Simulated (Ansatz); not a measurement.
The parent structure is InSe (space group P6_3/mmc, No. 194; a = 4.032 Å, c = 16.764 Å; layered, stacked along the Cartesian z axis).

The values are results of DFT with PBE-D3(BJ), PAW potentials and a 420 eV plane-wave cutoff in Ansatz (an electronic-structure program), scalar-relativistic without spin-orbit coupling, not measurements.

Base values:

| Property | Value |
|---|---|
| Gap between the host's bands | 0.37 eV |

Modification: 1.65 holes added to each cell, a density of 7.0×10^21 cm⁻³, with a uniform compensating background at fixed cell and a 300 K Fermi–Dirac width.

**Question.** Estimate the effect on the gap between the host's bands.

**Answer.** The gap between the host's bands drops by 0.05 eV to 0.32 eV.

**Question.** What happens to the largest internal atomic displacement?

**Answer.** The largest internal atomic displacement is 0.058 Å.

Carriers are added with a uniform compensating background; total energy and stress of such cells depend on the potential's zero and are not compared; many-body gap narrowing is missing at this level. No phonon test of stability was made.
